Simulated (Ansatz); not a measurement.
## A computed series for Ni2Si: pressure series

The reference is Ni$_{2}$Si (space group Pnma, No. 62; a = 4.9156 Å, b = 3.6982 Å, c = 7.0080 Å; non-magnetic).

Cell and atoms are relaxed at each pressure.

All numbers come from PBEsol/PAW in Ansatz (a quantum-chemistry and plane-wave program), no spin-orbit coupling.

Notes on the quantities. enthalpy: H = E + PV relative to the base's energy.

| variant | density | enthalpy | shortest interatomic distance |
|---|---|---|---|
| base | 7.58 g/cm³ | – | 2.291 Å |
| pressure 1.8 GPa | (withheld) | +0.12 eV/atom | 2.286 Å |
| pressure 4.2 GPa | 7.73 g/cm³ | +0.28 eV/atom | 2.280 Å |
| pressure 9 GPa | (withheld) | +0.58 eV/atom | 2.269 Å |
| pressure 18 GPa | (withheld) | +1.15 eV/atom | 2.249 Å |
| pressure 30 GPa | 8.44 g/cm³ | +1.88 eV/atom | 2.227 Å |

Question: Fill in the withheld entries from the trend.

Answer: 
- pressure 1.8 GPa, density: 7.65 g/cm³
- pressure 9 GPa, density: 7.88 g/cm³
- pressure 18 GPa, density: 8.14 g/cm³

Load acts through the strain it causes; cell and atoms are relaxed under it. Whether these cells are dynamically stable was not tested. No other phases were tried under pressure. Seeded moments were not kept for the base. All final runs are without spin polarisation.
